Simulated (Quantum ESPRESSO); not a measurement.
A self-consistent single point of AlH3 (Cmcm, 24 atoms in the cell) with Quantum ESPRESSO.

Level of theory: LDA (PZ), GBRV 1.5 ultrasoft (LDA) pseudopotentials (plane waves; Quantum ESPRESSO).

```
AlH3
1.0
    3.23395     5.51647     0.00000
   -3.23395     5.51647     0.00000
    0.00000     0.00000     6.53961
Al H
6 18
Direct
  0.50000   0.00000   0.00000
  0.50000   0.00000   0.50000
  0.00000   0.50000   0.00000
  0.00000   0.50000   0.50000
  0.50000   0.50000   0.00000
  0.50000   0.50000   0.50000
  0.79312   0.41158   0.94964
  0.20688   0.58842   0.05036
  0.20688   0.58842   0.44964
  0.79312   0.41158   0.55036
  0.58842   0.20688   0.05036
  0.41158   0.79312   0.94964
  0.41158   0.79312   0.55036
  0.58842   0.20688   0.44964
  0.21437   0.21437   0.94374
  0.78563   0.78563   0.05626
  0.78563   0.78563   0.44374
  0.21437   0.21437   0.55626
  0.45614   0.45614   0.75000
  0.54386   0.54386   0.25000
  0.99334   0.57918   0.75000
  0.00666   0.42082   0.25000
  0.42082   0.00666   0.25000
  0.57918   0.99334   0.75000
```

Reference input (self-consistent single point, DFT, LDA (PZ), plane waves, GBRV 1.5 ultrasoft (LDA) pseudopotentials): ecutwfc = 40 Ry; ecutrho = 200 Ry; occupations = smearing; smearing = fermi-dirac; degauss = 0.00147 Ry; potentials = {Al: al_lda_v1.uspp.F.UPF, H: h_lda_v1.4.uspp.F.UPF}; K_POINTS = automatic 3 3 3 0 0 0; conv_thr = 1e-11 Ry. This run's input differs from it in these lines:

```diff
@@ -52,3 +52,3 @@
 K_POINTS automatic
-3 3 3  0 0 0
+3 3 3  1 1 1
```

Log, with long lists cut:

```
     Self-consistent Calculation

     iteration #  1     ecut=    40.00 Ry     beta= 0.70

     total energy              =     -60.48367678 Ry
     estimated scf accuracy    <       1.03489270 Ry

     iteration #  2     ecut=    40.00 Ry     beta= 0.70

     negative rho (up, down):  3.221E-05 0.000E+00

     total energy              =     -60.54157261 Ry
     estimated scf accuracy    <       0.01876379 Ry

     iteration #  3     ecut=    40.00 Ry     beta= 0.70

     negative rho (up, down):  1.829E-04 0.000E+00

     total energy              =     -60.54707225 Ry
     estimated scf accuracy    <       0.00048573 Ry

   [... 4 blocks of this kind left out ...]

     iteration #  8     ecut=    40.00 Ry     beta= 0.70

     negative rho (up, down):  2.378E-04 0.000E+00

     total energy              =     -60.54718762 Ry
     estimated scf accuracy    <          3.9E-10 Ry

     iteration #  9     ecut=    40.00 Ry     beta= 0.70

     negative rho (up, down):  2.378E-04 0.000E+00
     End of self-consistent calculation

     the Fermi energy is     2.1077 ev

!    total energy              =     -60.54718762 Ry
     estimated scf accuracy    <          8.4E-12 Ry
     smearing contrib. (-TS)   =       0.00000000 Ry
     internal energy E=F+TS    =     -60.54718762 Ry

     convergence has been achieved in   9 iterations

     negative rho (up, down):  2.378E-04 0.000E+00

     Forces acting on atoms (cartesian axes, Ry/au):

     atom    1 type  1   force =    -0.00000000   -0.00000000    0.00000000
     atom    2 type  1   force =     0.00000000    0.00000000    0.00000000
     atom    3 type  1   force =     0.00000000    0.00000000    0.00000000
     atom    4 type  1   force =     0.00000000   -0.00000000    0.00000000
     atom    5 type  1   force =    -0.00000000   -0.00000000   -0.00000000
   [... lines left out ...]
     Total force =     0.015181     Total SCF correction =     0.000002
   [... lines left out ...]

     negative rho (up, down):  2.378E-04 0.000E+00
          total   stress  (Ry/bohr**3)                   (kbar)     P=        1.16
   0.00001042  -0.00000000   0.00000000            1.53       -0.00        0.00
  -0.00000000   0.00001480   0.00000000           -0.00        2.18        0.00
   0.00000000   0.00000000  -0.00000166            0.00        0.00       -0.24

   JOB DONE.
```

The run converged in 9 iterations. Against the reference run the free energy hardly moves (within 1 meV/atom), the pressure stays at 0.12 GPa, the largest force hardly changes (0.105 to 0.107 eV/Å) and the gap on the mesh goes from 2.606 to 3.136 eV.

The starting cell comes from a database of computed structures (which also holds hypothetical and non-ambient phases and stackings), without a prior relaxation at this level. Another mesh or the band path of this cell gives a smaller gap, so this value is not converged in the mesh.
